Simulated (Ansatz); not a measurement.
Density of states of Na₃P (P6_3/mmc) above the conduction band minimum, PBEsol, rigid bands in Ansatz (a program for electronic structure); cell volume 184.2 Å³.

```tsv
energy from edge (eV)	10⁻³ states/eV/cell
0.006	2.19
0.031	5.53
0.056	8.18
0.081	11.1
0.106	13.8
0.131	16.6
0.156	19.7
0.181	23.1
0.206	26.5
0.231	30.2
0.256	33.5
0.281	37.6
0.319	43.5
0.344	48.0
0.369	53.1
0.394	57.0
0.419	62.5
0.444	67.9
0.469	72.5
0.494	79.2
0.519	83.8
0.544	91.0
0.569	97.7
0.594	103
```

**Question.** What effective density of states at 300 K does this give (∫ g(E) exp(−E/k_BT) dE, both spins, divided by the cell's size)?

**Answer.** 6.5e17 cm⁻³, a density-of-states mass of 0.088 mₑ, valleys and band degeneracy included.

Spin-orbit coupling is left out. Geometry: cell and atoms relaxed with PBEsol.

Formula and space group known from diffraction (Crystallography Open Database), not checked to be the room-temperature form: Na3P (P6_3/mmc).
